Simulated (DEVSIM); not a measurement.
Structure: Al0.3Ga0.7As/GaAs p-n heterojunction, at 250 K.

Layer 1 from the left is Al0.3Ga0.7As, thickness (μm) 0.0630, Na (cm⁻³) 1.1e16, τn (s) 3.5e-10, τp (s) 3.5e-10. Layer 2 from the left is GaAs, thickness (μm) 0.230, Nd (cm⁻³) 1.5e16, τn (s) 3.5e-10, τp (s) 3.5e-10.

Left contact: ohmic. Right contact: ohmic. Voltage is applied to the left contact. Recombination: SRH at mid-gap. Mobility is constant in doping.

This is a model device: material constants are rounded textbook-type values typed into the input, and sizes, dopings and lifetimes were drawn at random. Values at 300 K; Nc and Nv go as T^1.5, mobilities as T to minus their exponent, the gap by Varshni's rule with the affinity fixed.

Al0.3Ga0.7As: gap (eV) 1.7981, affinity (eV) 3.833, permittivity 12.05, Nc (cm⁻³) 6.96e17, Nv (cm⁻³) 9e18, μn (cm²/Vs) 3880, μp (cm²/Vs) 197, T exponent of μn 2.1, T exponent of μp 2.2, Varshni α (eV/K) 0.000541, Varshni β (K) 204. GaAs: gap (eV) 1.424, affinity (eV) 4.07, permittivity 12.9, Nc (cm⁻³) 4.7e17, Nv (cm⁻³) 9e18, μn (cm²/Vs) 8500, μp (cm²/Vs) 400, T exponent of μn 2.1, T exponent of μp 2.2, Varshni α (eV/K) 0.000541, Varshni β (K) 204.

DEVSIM, 1D drift-diffusion, Boltzmann statistics, complete ionisation; no tunnelling, impact ionisation, image-force lowering or self-heating. Band offsets follow the typed affinities; no thermionic-emission limit at abrupt steps, no polarisation charge.

Question: What does the simulation give for the dark forward voltage at 1 A/cm², the dark forward voltage at 100 A/cm²?

Answer: dark forward voltage at 1 A/cm² 1.071 V; dark forward voltage at 100 A/cm² 1.216 V.
